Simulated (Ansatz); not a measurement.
Data:

```xyz
2
Lattice="0.0000 2.5629 2.5629 2.5629 0.0000 2.5629 2.5629 2.5629 0.0000" Properties=species:S:1:pos:R:3 pbc="T T T"
Be     0.0000     0.0000     0.0000
Se     1.2814     1.2814     1.2814
```

No spin polarisation.

Level of theory: PBE, PAW, 420 eV (Ansatz, a first-principles code; no SOC). Settings: 11×11×11 k-points, 0.05 eV Fermi–Dirac smearing.

Predict the band gap and space group.


```json
{
 "band_gap": "2.61 eV",
 "space_group": "F-43m (No. 216)"
}
```

The cells carry an imposed strain or load. Stability against distortions was not tested. The cell was made from BeSe in the zinc blende structure (space group F-43m, No. 216) by this change: isotropic strain −1.00 %.
